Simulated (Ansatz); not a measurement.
In a (9,0) BN nanotube, the lowest empty band has its minimum at Γ and lies 0.023 eV higher 0.0452 Å⁻¹ away along the axis.

Method: PBE (plane waves to 420 eV, PAW; Ansatz, a quantum-chemistry and plane-wave program). Mesh 1×1×8. No spin polarisation. One-dimensional cell, images about 11 Å apart. An idealised model, rolled from the flat sheet. Only distortions within the start's symmetry and period were free.

### Question
Estimate the electron mass along the axis.

### Answer
For a parabola ΔE = ħ²Δk²/2m, and ħ²/2mₑ = 3.810 eV Å². So m/mₑ = 3.810 × 0.0452²/0.023 = 0.34. The curvature over a step a third as long gives 0.33; the band is close to a parabola here.
